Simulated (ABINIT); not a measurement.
## Short convergence ladders for Rb (Im-3m, 1 atom in the cell)

```yaml
crystal:
  lattice:
    - [-2.83347, 2.83347, 2.83347]
    - [2.83347, -2.83347, 2.83347]
    - [2.83347, 2.83347, -2.83347]
  atoms:
    - { symbol: Rb, position: [0.00000, 0.00000, 0.00000] }
```

Base method: LDA (PW92), PAW (JTH v2.0 LDA PAW) (plane waves; ABINIT 10.0.3).

Base settings: pseudos = [Rb.LDA_PW-JTH.xml]; ecut = 20 Ha; pawecutdg = 40 Ha; ixc = 7; occopt = 3; tsmear = 0.00367493 Ha; ngkpt = 5 5 5; nshiftk = 1; shiftk = 0 0 0; potentials = JTH v2.0 LDA PAW.

The count of work is k-points × plane waves × bands × iterations; it is no time. Core times come from one kind of shared machine, to one figure; runs under 30 s give none.

**The k-point mesh at a smearing width of 0.3 eV**

In this ladder: tsmear = 0.0110248 Ha.

Only quantities that move along the ladder and can be compared are tabulated.

These are the values that this program gave, and no reference: the one-centre exchange-correlation terms come from a truncated expansion.

| ngkpt | free energy less the last step's (meV/atom) | pressure (GPa) | count of work / last | core time / last (rough) |
|---|---|---|---|---|
| 3 3 3 | -35.31 | -0.43 | 0.014 | – |
| 4 4 4 | 7.10 | -0.31 | 0.029 | – |
| 5 5 5 | -1.44 | -0.34 | 0.042 | – |
| 6 6 6 | 0.42 | -0.34 | 0.058 | – |
| 9 9 9 | -0.01 | -0.34 | 0.13 | – |
| 11 11 11 | 0.00 | -0.34 | 0.22 | – |
| 13 13 13 | 0.00 | -0.34 | 0.33 | 0.3 |
| 16 16 16 | 0.00 | -0.34 | 0.57 | 0.5 |
| 20 20 20 | 0.00 | -0.34 | 1.0 | 1 |

Coarsest ngkpt that holds the free energy within 2 meV/atom of the last step, with all finer ones: 5 5 5, at 0.042 of the last step's count of work; the step before is off by 7.1 meV/atom.

Coarsest ngkpt that holds the pressure within 0.05 GPa of the last step, with all finer ones: 4 4 4, at 0.029 of the last step's count of work; the step before is off by 0.09 GPa.

**The width of Gaussian smearing**

In this ladder: occopt = 7; ngkpt = 8 8 8.

Narrow widths need finer meshes than wide ones, so the last steps can hold mesh noise.

Only quantities that move along the ladder and can be compared are tabulated; pressure and forces are left out, as mesh noise rules them at narrow widths.

These are the values that this program gave, and no reference: the one-centre exchange-correlation terms come from a truncated expansion.

```tsv
tsmear	free energy less the last step's (meV/atom)
0.0367493 Ha	-223.42
0.0183747 Ha	-61.84
0.0110248 Ha	-25.13
0.00734986 Ha	-12.31
0.00367493 Ha	-2.99
0.00183747 Ha	0.00
```

Widest tsmear that holds the free energy within 5 meV/atom: not settled: the last two steps still differ by 3.0 meV/atom, over half the tolerance, so the ladder does not show it.

On the base run: the starting cell has typed, rounded lattice constants, without a prior relaxation at this level. Its lattice was rescaled by up to half a per cent.

Left out of this page: 2 runs of the series with a known weakness of the program.
